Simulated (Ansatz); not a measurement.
## A series of runs on TcGe (Pnma, 8 atoms in the cell)

```
TcGe
1.0
    8.17986     0.00000     0.00000
    0.00000     4.38557     0.00000
    0.00000     0.00000     6.03313
Tc Ge
4 4
Direct
  0.18000   0.25000   0.12500
  0.32000   0.75000   0.62500
  0.82000   0.75000   0.87500
  0.68000   0.25000   0.37500
  0.03600   0.25000   0.61000
  0.46400   0.75000   0.11000
  0.96400   0.75000   0.39000
  0.53600   0.25000   0.89000
```

Base run A: PBE in Ansatz (a first-principles code), self-consistent single point.

Its settings: kpoints.mp_grid.grid = 2 4 3; hamiltonian.xc = pbe; hamiltonian.pseudopotentials = {kind: paw} (the program's default PAW files); scf.occupations.method = gaussian; scf.occupations.width = 0.0147 Ry.

The starting cell was generated: these elements placed on a structure prototype, without a prior relaxation; it need not be a known phase or ordering of this composition. Spin polarisation is off. In the base run, with a pressure of about -23 GPa the cell is away from its equilibrium volume at this level. Ansatz's pressure includes its estimate of the finite-basis (Pulay) stress. Without a gap this mesh is coarse (it stands for a supercell whose shortest vector is 16 Å).

ΔF is the free energy per atom less that of run A. 

Run A gave: pressure (GPa) -22.84; largest force (eV/Å) 0.988; TS (meV/atom) 71.8.

Runs:
- B: scf.occupations.width = 0.0001 Ry
- C: scf.occupations.width = 0.0007 Ry
- D: scf.occupations.width = 0.0018 Ry
- E: scf.occupations.width = 0.0037 Ry
- F: scf.occupations.width = 0.0073 Ry
- G: scf.occupations.width = 0.011 Ry
- H: scf.occupations.width = 0.022 Ry
- I: scf.occupations.width = 0.0367 Ry
- J: scf.occupations.width = 0.0588 Ry

What does run C change against A?

The free energy goes up by 40.5 meV/atom, the pressure goes from -22.84 to -23.20 GPa and the largest force moves little (0.988 to 0.997 eV/Å).

What does run E change against A?

The free energy rises by 37.5 meV/atom, the pressure goes from -22.84 to -23.19 GPa and the largest force moves little (0.988 to 0.996 eV/Å).

What does run I change against A?

The free energy falls by 148 meV/atom, the pressure goes from -22.84 to -21.69 GPa and the largest force moves little (0.988 to 0.986 eV/Å).

| run | ΔF (meV/atom) | pressure (GPa) | largest force (eV/Å) | TS (meV/atom) |
|---|---|---|---|---|
| A | 0.00 | -22.84 | 0.988 | 71.8 |
| B | 40.5 | -23.21 | 0.997 | 0.0 |
| C | 40.5 | -23.20 | 0.997 | 0.2 |
| D | 39.8 | -23.19 | 1.000 | 1.6 |
| E | 37.5 | -23.19 | 0.996 | 5.7 |
| F | 29.5 | -23.12 | 0.989 | 21.1 |
| G | 16.6 | -22.98 | 0.987 | 44.4 |
| H | -40.6 | -22.51 | 0.992 | 135.9 |
| I | -147.9 | -21.69 | 0.986 | 307.2 |
| J | -365.1 | -20.17 | 0.947 | 659.2 |

Keys are those of Ansatz 0.2.
